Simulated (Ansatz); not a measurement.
Troubleshooting Ansatz (an electronic-structure program): a failed run on Na2LiInCl6 (Fm-3m, 10 atoms in the cell). The aim is a self-consistent single point with DFT, r2SCAN, plane waves, default PAW files made with PBE.

Cell that was meant: a = 7.0113 Å, b = 7.0113 Å, c = 7.0113 Å, α = 60.00°, β = 60.00°, γ = 60.00°.

Part of the input:

```yaml
    - [4.957741, 0.000000, 4.957741]
    - [4.957741, 4.957741, 0.000000]
  atoms:
    - { element: Na, position: [0.750000, 0.750000, 0.750000] }
    - { symbol: Na, position: [0.250000, 0.250000, 0.250000] }
    - { symbol: Li, position: [0.500000, 0.500000, 0.500000] }
    - { symbol: In, position: [0.000000, 0.000000, 0.000000] }
```

Output (repeated stretches shortened):

```
Error: YAML parse error: error: line 7 column 9: unknown field `element`, expected one of symbol, position, position_ang, spin, spin_axis, wyckoff
 --> <input>:7:9
  |
5 |     - [4.957741, 4.957741, 0.000000]
6 |   atoms:
7 |     - { element: Na, position: [0.750000, 0.750000, 0.750000] }
  |         ^ unknown field `element`, expected one of symbol, position, position_ang, spin, spin_axis, wyckoff
8 |     - { symbol: Na, position: [0.250000, 0.250000, 0.250000] }
9 |     - { symbol: Li, position: [0.500000, 0.500000, 0.500000] }
  |
```

Question: From the messages shown, name the fault and mend the input.

Answer: The program does not know the word element. To fix it, write symbol. The program stopped before any SCF iteration.

The sound input it was made from differs as follows (other fixes are possible):
```diff
-    - { element: Na, position: [0.750000, 0.750000, 0.750000] }
+    - { symbol: Na, position: [0.750000, 0.750000, 0.750000] }
```

With that input, the run converged in 6 iterations: free energy E − TS (on the zero of these files) -15312.1665 eV; top of the valence band (on the code's own zero) 1.48 eV; gap on the k-point mesh 3.81 eV; pressure 0.85 GPa; largest force (vector length) 0.151 eV/Å (DFT, r2SCAN, plane waves, default PAW files made with PBE).

On the sound input: the starting cell comes from a database of computed structures (which also holds hypothetical and non-ambient phases and stackings), without a prior relaxation at this level. Its lattice was rescaled by a random factor within 2.5 % of one. Ansatz's pressure includes its estimate of the finite-basis (Pulay) stress.
